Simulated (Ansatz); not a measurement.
## Several settings converged on a (100) slab of Sc(VGa2)2 (cut from a parent of space group no. 139; 14 atoms in the cell)

```xyz
14
Lattice="6.4737 0.0000 0.0000 0.0000 5.1643 0.0000 0.0000 0.0000 19.8150" Properties=species:S:1:pos:R:3 pbc="T T T"
Sc     0.0000     0.0000    11.5259
V      3.2368     1.2911    11.5259
V      3.2368     3.8732    11.5259
Ga     5.1846     2.5821    10.2368
Ga     4.5260     0.0000     9.5782
Ga     5.1846     2.5821    12.8150
Ga     4.5260     0.0000     7.0000
Sc     3.2368     2.5821     8.2891
V      0.0000     3.8732     8.2891
V      0.0000     1.2911     8.2891
Ga     1.9477     0.0000     7.0000
Ga     1.2891     2.5821    12.8150
Ga     1.9477     0.0000     9.5782
Ga     1.2891     2.5821    10.2368
```

Base method: PBEsol, default PAW files made with PBE (plane waves; Ansatz, a quantum-chemistry and plane-wave program).

Base settings: basis.ecutwfc = 420 eV; kpoints.mp_grid.grid = 3 3 1; hamiltonian.xc = pbesol; hamiltonian.pseudopotentials = {kind: paw} (the program's default PAW files); scf.occupations.method = gaussian; scf.occupations.width = 0.1 eV.

The count of work is k-points × plane waves × bands × iterations; it is no time. Core times come from one kind of shared machine, to one figure; runs under 30 s give none.

**The vacuum**

The mesh stays at the base's, so the ladder's end is converged at best in this setting alone.

Only quantities that move along the ladder and can be compared are tabulated.

```tsv
vacuum between outermost atoms (Å)	free energy less the last step's (meV/atom)	largest difference of a force vector from the last step's (eV/Å)	count of work / last
3.0	-16.97	0.307	0.28
4.0	3.63	0.055	0.28
5.0	2.62	0.012	0.34
6.0	0.89	0.005	0.37
7.0	0.24	0.002	0.40
8.0	0.06	0.001	0.43
10.0	0.00	0.000	0.50
12.0	0.00	0.000	0.56
14.0	0.00	0.000	0.62
17.0	0.00	0.000	0.72
20.0	0.00	0.000	0.72
25.0	0.00	0.000	0.86
30.0	0.00	0.000	1.0
```

Smallest vacuum between outermost atoms (Å) that holds the forces within 0.02 eV/Å of the last step, with all finer ones: 5.0, at 0.34 of the last step's count of work; the step before is off by 0.055 eV/Å.

Smallest vacuum between outermost atoms (Å) that holds the free energy within 0.5 meV/atom of the last step, with all finer ones: 7.0, at 0.40 of the last step's count of work; the step before is off by 0.89 meV/atom.

**The k-point mesh**

Only quantities that move along the ladder and can be compared are tabulated.

```tsv
kpoints.mp_grid.grid	free energy less the last step's (meV/atom)	largest difference of a force vector from the last step's (eV/Å)	count of work / last
1 2 1	26.53	0.385	0.042
2 2 1	21.71	0.111	0.085
2 3 1	-14.79	0.262	0.056
3 3 1	-7.65	0.114	0.063
3 4 1	0.51	0.047	0.11
4 5 1	-0.67	0.027	0.14
5 6 1	0.60	0.025	0.19
5 7 1	0.49	0.009	0.19
6 8 1	0.03	0.011	0.32
7 9 1	-0.11	0.003	0.32
8 10 1	-0.01	0.006	0.48
10 12 1	-0.03	0.001	0.67
11 14 1	-0.02	0.000	0.76
13 17 1	0.00	0.000	1.0
```

Coarsest kpoints.mp_grid.grid that holds the free energy within 1 meV/atom of the last step, with all finer ones: 3 4 1, at 0.11 of the last step's count of work; the step before is off by 7.6 meV/atom.

Coarsest kpoints.mp_grid.grid that holds the forces within 0.02 eV/Å of the last step, with all finer ones: 5 7 1, at 0.19 of the last step's count of work; the step before is off by 0.025 eV/Å.

**The plane-wave cutoff**

The mesh stays at the base's, so the ladder's end is converged at best in this setting alone.

Only quantities that move along the ladder and can be compared are tabulated.

| basis.ecutwfc | free energy less the last step's (meV/atom) | largest difference of a force vector from the last step's (eV/Å) | count of work / last | core time / last (rough) |
|---|---|---|---|---|
| 210 eV | 5085.77 | 0.388 | 0.16 | – |
| 250 eV | 1172.50 | 0.232 | 0.18 | – |
| 295 eV | 154.83 | 0.050 | 0.23 | – |
| 355 eV | 6.78 | 0.004 | 0.27 | – |
| 420 eV | 1.28 | 0.000 | 0.40 | – |
| 505 eV | 0.41 | 0.000 | 0.47 | 0.7 |
| 630 eV | 0.18 | 0.000 | 0.65 | 0.5 |
| 840 eV | 0.00 | 0.000 | 1.0 | 1 |

Coarsest basis.ecutwfc that holds the free energy within 5 meV/atom of the last step, with all finer ones: 420 eV, at 0.40 of the last step's count of work; the step before is off by 6.8 meV/atom.

Coarsest basis.ecutwfc that holds the forces within 0.01 eV/Å of the last step, with all finer ones: 355 eV, at 0.27 of the last step's count of work; the step before is off by 0.050 eV/Å.

On the base run: the starting cell comes from a database of computed structures (which also holds hypothetical and non-ambient phases and stackings), without a prior relaxation at this level. The slab is cut from that crystal, and its faces are unrelaxed. Its lattice was rescaled by up to half a per cent. Spin polarisation is off. Without a gap this mesh is coarse (it stands for a supercell whose shortest in-plane vector is 15 Å).

Left out of this page: 1 run of the series outside the window shown, repeating another row's setting, or not comparable.

Keys are those of Ansatz 0.2.
